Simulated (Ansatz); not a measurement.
## PbTe: tensor shear ε_xy = +2.00 %

Take PbTe in the rock salt structure (space group Fm-3m, No. 225; a = 6.380 Å) as the base. Axes: x, y, z lie along the cube axes.

It is then changed as follows: tensor shear ε_xy = +2.00 % (engineering shear γ = 0.0400); the atoms relax in the strained cell.

Computed with Ansatz (a quantum-chemistry and plane-wave program), LDA, PAW, cutoff 420 eV, scalar-relativistic without spin-orbit coupling. Settings: 9×9×9 k-points, 0.05 eV Fermi–Dirac smearing.

| quantity | base | changed | shift |
|---|---|---|---|
| volume per atom | 32.46 Å³ | 32.44 Å³ | -0.013 Å³ |
| space group | Fm-3m (No. 225) | Immm (No. 71) | – |
| shortest interatomic distance | 3.190 Å | 3.190 Å | 0.000 Å |
| energy relative to the base (free energy F) | 0 meV/atom | +2.6 meV/atom | +2.6 meV/atom |
| pressure (mean of the normal stresses, compression positive) | 0.00 GPa | 0.01 GPa | +0.01 GPa |
| band gap | 0.57 eV | 0.35 eV | -0.22 eV |
| gap character | – | indirect, S → R | – |
| smallest direct gap | 0.57 eV | 0.54 eV | -0.03 eV |
| valley order (the lowest conduction-band minima on the path, energy above the VBM, named in the base's zone) | L along ⟨111⟩ 0.57 eV; a point along ⟨110⟩, about 0.6 Å⁻¹ from Γ 1.18 eV; a point along ⟨100⟩, about 0.4 Å⁻¹ from Γ 1.70 eV | L along [1-11] 0.35 eV; L along [111] 0.55 eV; a point along [1-10], about 0.5 Å⁻¹ from Γ 0.95 eV; a point along [110], about 0.6 Å⁻¹ from Γ 1.25 eV | – |
| stress (xx, yy, zz, yz, xz, xy; compression positive) | – | (0.02, 0.02, -0.01, 0.00, 0.00, -0.63) GPa | – |

Cost of the whole job for the changed cell (relaxation, final SCF and bands): around 30 core-seconds (rough).

With Pb and Te present, leaving out spin-orbit coupling can change the band edges. No phonon test of stability was made. k-point labels follow each cell's own Brillouin zone.
